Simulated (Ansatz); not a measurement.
This concerns the energy of configuration A over configuration B. The value is E(A) − E(B).

Cell A: a supercell of 32 sites of Ni (fcc, Fm-3m) with H off the lattice sites (4 Ni at 1.61 Å); spin state with PBE: parallel moments, net moment 19.4 μB a cell, k-point mesh 5×5×5.
```yaml
crystal:
  lattice:
    - [7.04196, 0.00000, 0.00000]
    - [0.00000, 7.04196, 0.00000]
    - [0.00000, 0.00000, 7.04196]
  atoms:
    - { symbol: Ni, position: [0.99321, 0.99321, 0.99321] }
    - { symbol: Ni, position: [0.99321, 0.25679, 0.25679] }
    - { symbol: Ni, position: [0.25679, 0.99321, 0.25679] }
    - { symbol: Ni, position: [0.25679, 0.25679, 0.99321] }
    - { symbol: Ni, position: [0.99930, 0.99930, 0.50127] }
    - { symbol: Ni, position: [0.99930, 0.25070, 0.74873] }
    - { symbol: Ni, position: [0.25070, 0.99930, 0.74873] }
    - { symbol: Ni, position: [0.25070, 0.25070, 0.50127] }
    - { symbol: Ni, position: [0.99930, 0.50127, 0.99930] }
    - { symbol: Ni, position: [0.99930, 0.74873, 0.25070] }
    - { symbol: Ni, position: [0.25070, 0.50127, 0.25070] }
    - { symbol: Ni, position: [0.25070, 0.74873, 0.99930] }
    - { symbol: Ni, position: [0.99965, 0.50122, 0.50122] }
    - { symbol: Ni, position: [0.99965, 0.74878, 0.74878] }
    - { symbol: Ni, position: [0.25035, 0.50122, 0.74878] }
    - { symbol: Ni, position: [0.25035, 0.74878, 0.50122] }
    - { symbol: Ni, position: [0.50127, 0.99930, 0.99930] }
    - { symbol: Ni, position: [0.50127, 0.25070, 0.25070] }
    - { symbol: Ni, position: [0.74873, 0.99930, 0.25070] }
    - { symbol: Ni, position: [0.74873, 0.25070, 0.99930] }
    - { symbol: Ni, position: [0.50122, 0.99965, 0.50122] }
    - { symbol: Ni, position: [0.50122, 0.25035, 0.74878] }
    - { symbol: Ni, position: [0.74878, 0.99965, 0.74878] }
    - { symbol: Ni, position: [0.74878, 0.25035, 0.50122] }
    - { symbol: Ni, position: [0.50122, 0.50122, 0.99965] }
    - { symbol: Ni, position: [0.50122, 0.74878, 0.25035] }
    - { symbol: Ni, position: [0.74878, 0.50122, 0.25035] }
    - { symbol: Ni, position: [0.74878, 0.74878, 0.99965] }
    - { symbol: Ni, position: [0.50019, 0.50019, 0.50019] }
    - { symbol: Ni, position: [0.50019, 0.74981, 0.74981] }
    - { symbol: Ni, position: [0.74981, 0.50019, 0.74981] }
    - { symbol: Ni, position: [0.74981, 0.74981, 0.50019] }
    - { symbol: H, position: [0.12500, 0.12500, 0.12500] }
```

Cell B: a supercell of 32 sites of Ni (fcc, Fm-3m) with H off the lattice sites (6 Ni at 1.79 Å); spin state with PBE: parallel moments, net moment 19.5 μB a cell, k-point mesh 5×5×5.
```yaml
crystal:
  lattice:
    - [7.04196, 0.00000, 0.00000]
    - [0.00000, 7.04196, 0.00000]
    - [0.00000, 0.00000, 7.04196]
  atoms:
    - { symbol: Ni, position: [0.99510, 0.00000, 0.00000] }
    - { symbol: Ni, position: [0.99885, 0.25115, 0.25115] }
    - { symbol: Ni, position: [0.25000, 0.00000, 0.25490] }
    - { symbol: Ni, position: [0.25000, 0.25490, 0.00000] }
    - { symbol: Ni, position: [0.99913, 0.00000, 0.50000] }
    - { symbol: Ni, position: [0.99885, 0.25115, 0.74885] }
    - { symbol: Ni, position: [0.25000, 0.00000, 0.74510] }
    - { symbol: Ni, position: [0.25000, 0.25087, 0.50000] }
    - { symbol: Ni, position: [0.99913, 0.50000, 0.00000] }
    - { symbol: Ni, position: [0.99885, 0.74885, 0.25115] }
    - { symbol: Ni, position: [0.25000, 0.50000, 0.25087] }
    - { symbol: Ni, position: [0.25000, 0.74510, 0.00000] }
    - { symbol: Ni, position: [0.99978, 0.50000, 0.50000] }
    - { symbol: Ni, position: [0.99885, 0.74885, 0.74885] }
    - { symbol: Ni, position: [0.25000, 0.50000, 0.74913] }
    - { symbol: Ni, position: [0.25000, 0.74913, 0.50000] }
    - { symbol: Ni, position: [0.50490, 0.00000, 0.00000] }
    - { symbol: Ni, position: [0.50115, 0.25115, 0.25115] }
    - { symbol: Ni, position: [0.75000, 0.00000, 0.25087] }
    - { symbol: Ni, position: [0.75000, 0.25087, 0.00000] }
    - { symbol: Ni, position: [0.50087, 0.00000, 0.50000] }
    - { symbol: Ni, position: [0.50115, 0.25115, 0.74885] }
    - { symbol: Ni, position: [0.75000, 0.00000, 0.74913] }
    - { symbol: Ni, position: [0.75000, 0.25022, 0.50000] }
    - { symbol: Ni, position: [0.50087, 0.50000, 0.00000] }
    - { symbol: Ni, position: [0.50115, 0.74885, 0.25115] }
    - { symbol: Ni, position: [0.75000, 0.50000, 0.25022] }
    - { symbol: Ni, position: [0.75000, 0.74913, 0.00000] }
    - { symbol: Ni, position: [0.50022, 0.50000, 0.50000] }
    - { symbol: Ni, position: [0.50115, 0.74885, 0.74885] }
    - { symbol: Ni, position: [0.75000, 0.50000, 0.74978] }
    - { symbol: Ni, position: [0.75000, 0.74978, 0.50000] }
    - { symbol: H, position: [0.25000, 0.00000, 0.00000] }
```

Plane-wave PAW calculations with Ansatz (a program for electronic structure), its PAW set soft_1, cutoff 420 eV. The structures are at rest with PBE, within the held lattices. Neutral cells; Fermi-Dirac smearing of at most 0.10 eV in the solids, energies taken to zero width. Larger cells are relaxed from a start prepared with the learned potential CHGNet, on a coarser mesh till forces fall under 0.03 eV/Å, which some starts already meet. A dispersion term (D3(BJ), or D4 for r2SCAN) was computed beside these levels and is taken off wherever the name lacks it. Static lattices, no vibrational contributions. No structure search was made; lower ones may exist. No search over spin orders was made beyond those shown. Values are for these cell sizes. Cell A has symmetry P-43m and got no random move, so less symmetric positions, which may lie lower, weren't tried. Cell B has symmetry Pm-3m and got no random move, so less symmetric positions, which may lie lower, weren't tried.

What is the computed value (PBE)?

0.26 eV for A less B, so B lies lower.
